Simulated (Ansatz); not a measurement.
Step by step: formation energy of the neutral V_C in WC (P-6m2)

We look at the formation energy of the neutral V_C in WC (P-6m2). Reaction: 27 WC (P-6m2) → cell A + C (graphite).

A: a supercell of 54 sites of WC (P-6m2) with one empty C site amid 6 W; spin state with PBE: run without spin.

Setting: static, neutral cells in Ansatz (PAW) whose structures rest at the PBE+D3(BJ) level. Ansatz (a quantum-chemistry and plane-wave program) runs with its PAW set soft_1. Other levels take these structures. The lattices are those relaxed with PBE+D3(BJ), so at other levels the solids can be strained, which adds to the spread. Larger cells are relaxed from a start prepared with the learned potential CHGNet, on a coarser mesh till forces fall under 0.03 eV/Å, which some starts already meet. A dispersion term (D3(BJ), or D4 for r2SCAN) was computed beside these levels and is taken off wherever the name lacks it. Space groups of crystals are read within 0.01 Å. Spin-orbit coupling is left out. Mesh and cell size may move defect energies by 0.1 eV or more. The value holds for the reservoirs listed; other chemical potentials shift it. Cell A has symmetry P-6m2 within 0.02 Å and got no random move, so less symmetric positions, which may lie lower, weren't tried.

Total energies of the cells in eV, at zero smearing width. They compare only within one column; the weights balance every element.

| cell | atoms | weight | r2SCAN | RPBE |
|---|---|---|---|---|
| A: WC:V_C | 53 | +1 | -287303.16535 | -287326.14100 |
| C (graphite) | 4 | +1/4 | -1006.65673 | -1008.87321 |
| WC (P-6m2) | 54 | −1 | -287557.43760 | -287580.55330 |

r2SCAN: (-287303.16535) + 1/4 × (-1006.65673) − (-287557.43760) = 2.608 eV.

RPBE: (-287326.14100) + 1/4 × (-1008.87321) − (-287580.55330) = 2.194 eV.

What follows from the r2SCAN value: The value above is the C-rich limit, with C (graphite) as reservoir. The host forms with -0.18 eV/atom at this level, so before it gives way to its other element Δμ(C) can go down to -0.18 × 2 = -0.36 eV (other compounds may narrow the range). The defect releases 1 C, so the C-poor limit is 2.61 + 1 × (-0.36) = 2.25 eV.

With the reservoirs of the reaction as written, and without entropy terms or charged states, the share of sites that hold the defect in equilibrium is exp(−2.61 eV/k_BT) = 7.0×10^-14 at 1000 K.
